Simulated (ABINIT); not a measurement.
## Equation of state of rock-salt BaTe (space group 225): energy against volume (ABINIT, LDA)

```yaml
crystal:
  lattice:
    - [0.00000, 3.36387, 3.36387]
    - [3.36387, 0.00000, 3.36387]
    - [3.36387, 3.36387, 0.00000]
  atoms:
    - { symbol: Ba, position: [0.00000, 0.00000, 0.00000] }
    - { symbol: Te, position: [0.50000, 0.50000, 0.50000] }
```

Method: LDA (PW92), norm-conserving pseudopotentials (PseudoDojo nc-sr-04 LDA standard) (plane waves; ABINIT). Settings: pseudos = [Ba.upf, Te.upf]; ecut = 106 Ry; occopt = 3; tsmear = 0.01 eV; ngkpt = 8 8 8; nshiftk = 1; shiftk = 0 0 0; potentials = PseudoDojo nc-sr-04 LDA standard; nband = 18; kptopt = 1; nstep = 50; tolvrs = 1e-11. The cell above is the first row's. The rows scale it uniformly. In all rows fractional positions and the k mesh are held. E is the free energy at the stated smearing, counted from the lowest row.

```
V (Å^3/atom)  E (meV/atom)
------------  ------------
38.064               16.55
38.892                6.61
39.719                1.26
40.547                0.00
41.374                2.41
42.202                8.10
43.029               16.73
43.857               27.99
44.684                   ?
```

Q: Using the third-order Birch-Murnaghan form, a cubic in V^(-2/3), estimate the missing E at V = 44.684 from the other rows, showing the fit.

A: With u = V^(-2/3) - 0.0843, the rows have u = 0.0040738, 0.0028150, 0.0016016, 0.0004281, -0.0007047, -0.0018018, -0.0028622, -0.0038905. Least squares gives E = 0.495 - 1744.4·u + 1381649·u² + 3439789·u³. Residuals (row less fit): -0.001, 0.000, 0.001, -0.002, 0.001, -0.003, 0.004, -0.002; standard error 0.003 (degrees of freedom: 4). Its minimum lies at u = 0.0006298, so V0 = (0.0849298)^(-3/2) = 40.40. There d²E/du² = 2776000 and d³E/du³ = 2.064e7, so B0 = (4/9) × 40.40^(-7/3) × 2776000 × 0.160218 = 35.3 GPa (the last factor turns the table's units into GPa), and B0' = 4 + (2/3) × 0.0849298 × (2.064e7)/2776000 = 4.4. The program's pressures in the fitted runs (not shown) pass through zero at V = 40.39, 0.03 % from this V0. At the withheld row, u = -0.0048857, so E = 0.495 - 1744.4 × (-0.0048857) + 1381649 × (-0.0048857)² + 3439789 × (-0.0048857)³ = 41.597 meV/atom. The calculation gives 41.60 meV/atom, which the fit meets to the printed digits. The row lies outside the fitted rows, so this is an extrapolation. From the scatter of the fitted rows alone, a prediction at this place has a standard error of 0.007 meV/atom, so the miss is 0.4 times that.

Carrying the step between the two nearest rows on in a straight line would have given 39.24, off by 2.36; series whose last step already gives the withheld value aren't shown. The scan was laid around a cell of about the measured size, scaled by a guess for this functional. The runs keep the symmetry of the cell, so they don't test it for distortions. The LDA files for Ba and Te were generated anew from PseudoDojo's inputs, some of which were changed. Spin-orbit coupling is off. Cutoffs and mesh are single choices, not tested for convergence of this quantity. Series with a scatter that would blur these digits, or in which a gap closes, are not shown. Nor are scans whose minimum lies at an end fitted in this form.
